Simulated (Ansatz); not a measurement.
ZnO (P6_3mc): ε∞ = 5.086, static ε₀ = 9.701, effective LO energy 68.8 meV, hole mass 2.20 mₑ (band masses from PBE with spin-orbit coupling, rigid bands (Ansatz, a first-principles code), cell and atoms relaxed with PBE; dielectric constants and zone-centre modes from LDA (Ansatz) on its own relaxed cell).

Problem. Work out the Fröhlich coupling α = (1/ε∞ − 1/ε₀) √(m Ry/ħω_LO) and what it means for transport at 300 K.

Solution. 1/ε∞ − 1/ε₀ = 0.0935 and √(m × 13.606 eV/ħω) = 20.9, so α = 1.95; in weak coupling the polaron mass is about m(1 + α/6). No mobility is given: intermediate coupling to a stiff mode, where neither simple mobility formula holds.

Model: isotropic Fröhlich coupling of one parabolic band to one effective longitudinal optical (LO) phonon, from the dielectric constants and phonon modes at the zone centre, chosen so that α equals the sum over the polar modes. Acoustic, nonpolar, intervalley and impurity scattering are left out, and they lower the mobility further; with several valleys or bands the averaged mass is a rough stand-in. Semilocal functionals tend to overestimate ε∞, which makes α low and the mobility high.
